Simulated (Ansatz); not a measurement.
# Point defect V_S in zinc-blende ZnS

All values below come from PBE, PAW (plane waves to 420 eV; Ansatz, a program for electronic structure). A supercell of 64 sites (2×2×2 repeats of a cell of 8 atoms) was used; the energies come from a 2×2×2 shifted sampling of its zone. Site at the start: the S site. Charged cells carry a point-charge image correction with potential alignment at far atoms. Dielectric constants: PBE linear response of the host. Host gap at this level: 2.01 eV. Finite-size and sampling errors can reach tenths of an eV here. The semilocal functional narrows the gap, so deep levels can fall outside it. Spin–orbit coupling is left out. Each state is the lowest found from its start.

Formation energies E_f are given with the Fermi level at the valence-band maximum. Chemical conditions: S-rich (Δμ(S) = 0.00 eV; only phases computed here count, gases as isolated molecules at 0 K); Zn-rich (Δμ(S) = -1.65 eV; only phases computed here count, gases as isolated molecules at 0 K). Reference phases: S: S8 molecule in a box.

Charges with a result: +2, +1, 0, −1. Others weren't obtained, and one of them could lie lower, also by skipping a charge.

```csv
charge,moment (μB),largest move off a lattice site (Å),image correction with alignment (eV),"E_f, S-rich (eV)","E_f, Zn-rich (eV)"
+2,not spin-polarised,0.57,0.33,1.29,-0.36
+1,1.0,0.19,0.00,2.84,1.19
0,not spin-polarised,0.50,0.01,3.62,1.97
−1*,quenched,0.89,–,–,–
```

* At this level the carrier isn't localised at the defect: at charge −1 electrons occupy the conduction band. Such a state is shallow or no state of the defect, and this cell gives it no level.

Starting moments that weren't kept: charge −1 began with 1 μB and ended with 0.0.

Transition levels above the valence-band maximum: ε(+2/+1) = 1.55 eV; ε(+1/0) = 0.78 eV. On the lower envelope of the bound states, inside the gap: (+2/0) at 1.17 eV; the others aren't thermodynamic.

Flagged in the runs: a strain field that reaches the edge of the cell.

All states together cost around 2.6 core-hours (rough).
